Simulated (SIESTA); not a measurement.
## Convergence study of the k-point mesh for Zr (Im-3m, 1 atom in the cell)

```
CELL_PARAMETERS angstrom
     -1.79980     1.79980     1.79980
      1.79980    -1.79980     1.79980
      1.79980     1.79980    -1.79980
ATOMIC_POSITIONS crystal
  Zr 0.00000 0.00000 0.00000
```

Method of the run: LDA PW92, numerical atomic orbitals DZP, PseudoDojo LDA standard norm-conserving potentials (rewritten from UPF to PSML) (SIESTA).

Base settings: XC.functional = LDA; XC.authors = PW92; potentials = PseudoDojo LDA standard; PAO.BasisSize = DZP; PAO.EnergyShift = 0.01 Ry; MeshCutoff = 400 Ry; kgrid.MonkhorstPack = 9 9 9; OccupationFunction = FD; ElectronicTemperature = 0.1 eV; MaxSCFIterations = 150.

The second cell is the first with its lattice scaled by 0.98.

Only quantities that move along the ladder and can be compared are tabulated.

Core times come from one kind of shared machine, to one figure; runs under 30 s give none.

The starting cell comes from a database of computed structures (which also holds hypothetical and non-ambient phases and stackings), without a prior relaxation at this level. Its lattice was rescaled by up to half a per cent. Values carry the incompleteness of an atom-centred basis. In the base run, with a pressure of about -10 GPa the cell is away from its equilibrium volume at this level.

| kgrid.MonkhorstPack | free energy less the last step's (meV/atom) | energy of the compressed cell less the first (meV/atom) | pressure (GPa) | core time / last (rough) |
|---|---|---|---|---|
| 2 2 2 | -1646.25 | -335.90 | -38.40 | – |
| 4 4 4 | -5.31 | -59.31 | -8.90 | – |
| 6 6 6 | 10.63 | -72.48 | -10.48 | – |
| 8 8 8 | 1.18 | -64.06 | -9.61 | – |
| 9 9 9 | -2.68 | -69.24 | -10.15 | – |
| 11 11 11 | 1.08 | -67.86 | -9.92 | – |
| 14 14 14 | 0.15 | -68.52 | -10.02 | 0.1 |
| 17 17 17 | -0.15 | -68.43 | -10.02 | 0.3 |
| 20 20 20 | -0.09 | -68.07 | -9.99 | 0.4 |
| 23 23 23 | 0.02 | -68.08 | -9.99 | 0.5 |
| 28 28 28 | 0.00 | -68.17 | -9.99 | 1 |

Coarsest kgrid.MonkhorstPack that holds the pressure within 0.1 GPa of the last step, with all finer ones: 11 11 11; the step before is off by 0.15 GPa.

Coarsest kgrid.MonkhorstPack that holds the free energy within 0.5 meV/atom of the last step, with all finer ones: 14 14 14, at about 0.1 of the last step's time; the step before is off by 1.1 meV/atom.

Coarsest kgrid.MonkhorstPack that holds the energy of the compressed cell less the first within 1 meV/atom of the last step, with all finer ones: 11 11 11; the step before is off by 1.1 meV/atom.

The energy difference between the two cells stays within 1 meV/atom of the last step's from 11 11 11 on, the total only from 14 14 14 on: much of the error is common to both cells and cancels.
